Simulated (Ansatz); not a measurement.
Consider MgTe in the wurtzite structure (space group P6_3mc, No. 186; a = 4.609 Å, c = 7.501 Å). Axes: x lies along a and z along c of the hexagonal cell.

The values are results of Ansatz (a program for electronic structure) PBE, no spin-orbit coupling, earlier PAW set, not measurements.

Before the change:

```
Quantity                         Value
-----------------------------  -------
Shortest interatomic distance  2.818 Å
```

One thing is altered: uniaxial stress, 2 GPa compression along z, with the cell and atoms free to relax against it.

Question: What happens to the strain response?

Answer: The strain response (xx, yy, zz) is (+1.68, +1.68, −5.43) %.

Question: How does this affect the energy relative to the base?

Answer: The energy goes up by 13 meV/atom.

Question: Estimate the effect on the shortest interatomic distance.

Answer: The shortest interatomic distance falls by 0.031 Å, from 2.818 Å to 2.787 Å.

Stability under load was not tested beyond the relaxation.
